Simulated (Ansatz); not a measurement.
The reference is PbS (space group P6_3/mmc, No. 194; a = 4.9511 Å, c = 5.9162 Å; a hypothetical phase, not in the database extracts checked).

The change: full substitution Pb → Bi, then cell and atoms are relaxed.

Levels (all Ansatz, an electronic-structure program, PAW, earlier PAW set): PBEsol (420 eV, spin-orbit coupling left out); PBEsol+SOC (420 eV, with spin-orbit coupling).

The geometry is relaxed with PBEsol.

* **PBEsol pressure**: 0.0 GPa

With PBEsol+SOC at the same geometry, the pressure goes from zero to 1.7 GPa.

Single points use the geometry relaxed with PBEsol. The spin-orbit shifts are approximate. Stability against distortions was not tested. As relaxed here, BiS is a hypothetical phase, not in the database extracts checked. The base started in P6_3mc and relaxed to P6_3/mmc at this level. The runs without spin-orbit coupling are not spin-polarised.
